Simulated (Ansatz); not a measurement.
Structures of equal composition on the (0001) surface of hcp Ru: a layer of Al in place of the second plane; a layer of Al in place of the third plane. The slabs share one bottom face, and each structure is named by its start. These are constructed structures in small cells; real faces may alloy, dewet or reconstruct in larger ones, and not all known structures of the face are among them. Slabs of about 11 Å, Fermi-Dirac smearing of 0.1 eV. Bottom of the slabs: a bare face, its two planes held. Relaxed from the named starts with such symmetry as they have, on meshes of like density; energies extrapolated to zero smearing; spin only where a row says so; no spin-orbit coupling, no U. Brackets mark spin-polarised runs, whose order is one that fits the cell.

Method: PBE (plane waves to 420 eV, PAW; Ansatz, a first-principles code).

Task: Order them by energy per 1x1 cell (lowest first) at the level PBE.

Result: a layer of Al in place of the second plane (0.000 eV), a layer of Al in place of the third plane (0.087 eV)
